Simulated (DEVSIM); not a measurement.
Device: isotype n-n heterojunction InP/In0.53Ga0.47As, at 250 K.

Layer 1 from the left is InP, thickness (μm) 0.600, Nd (cm⁻³) 2.7e16, τn (s) 6.2e-9, τp (s) 6.2e-9. Layer 2 from the left is In0.53Ga0.47As, thickness (μm) 0.430, Nd (cm⁻³) 2.8e15, τn (s) 6.2e-9, τp (s) 6.2e-9.

Left contact: ohmic. Right contact: ohmic. Voltage is applied to the left contact. Recombination: SRH at mid-gap, Auger. Mobility is μmin + (μ − μmin)/(1 + (N/Nref)^α).

This is a model device: material constants are rounded textbook-type values typed into the input, and sizes, dopings and lifetimes were drawn at random. Values at 300 K; Nc and Nv go as T^1.5, mobilities as T to minus their exponent, the gap by Varshni's rule with the affinity fixed.

InP: gap (eV) 1.344, affinity (eV) 4.38, permittivity 12.5, Nc (cm⁻³) 5.7e17, Nv (cm⁻³) 1.1e19, μn (cm²/Vs) 5200, μp (cm²/Vs) 170, μn,min 400, μp,min 10, Nref,n 3e17, Nref,p 4.9e17, αn 0.47, αp 0.62, T exponent of μn 2, T exponent of μp 2, Cn (cm⁶/s) 9e-31, Cp (cm⁶/s) 9e-31, Varshni α (eV/K) 0.000363, Varshni β (K) 162. In0.53Ga0.47As: gap (eV) 0.74, affinity (eV) 4.51, permittivity 13.9, Nc (cm⁻³) 2.1e17, Nv (cm⁻³) 7.7e18, μn (cm²/Vs) 12000, μp (cm²/Vs) 300, μn,min 300, μp,min 10, Nref,n 1.3e17, Nref,p 4.9e17, αn 0.48, αp 0.4, T exponent of μn 1.6, T exponent of μp 1.6, Cn (cm⁶/s) 5e-29, Cp (cm⁶/s) 5e-29, Varshni α (eV/K) 0.00035, Varshni β (K) 190.

DEVSIM, 1D drift-diffusion, Boltzmann statistics, complete ionisation; no tunnelling, impact ionisation, image-force lowering or self-heating. Band offsets follow the typed affinities; no thermionic-emission limit at abrupt steps, no polarisation charge.

Problem. What does the simulation give for the potential step across the device at zero bias?

Solution. potential step across the device at zero bias 0.157 V.
